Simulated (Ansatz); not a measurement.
# LaF (P6₃/mmc, No. 194; start mp-1184996): properties by level of theory

```
level (code)     equilibrium lattice constant a (Å)  c axis length (Å)  bulk modulus (GPa)
---------------  ----------------------------------  -----------------  ------------------
LDA (Ansatz)                                  4.255              5.180                80.7
PBE (Ansatz)                                  4.336              5.507                50.2
PBEsol (Ansatz)                               4.290              5.291                69.2
r²SCAN (Ansatz)                               4.324              5.416                64.2
```

Caveats: the bulk modulus is −V dP/dV from two relaxed cells at ±2 % in volume (LDA, PBE, PBEsol, r²SCAN); the relaxation could not lower the start's symmetry, so the cell can be a saddle point above a distorted one (LDA, PBE, PBEsol, r²SCAN). Ansatz's density-functional and Hartree–Fock values are scalar-relativistic unless marked +SOC, with PAW data made under PBE.

A start named mp-… is a Materials Project structure, which can be a computed phase never made.

Ansatz is a first-principles code.
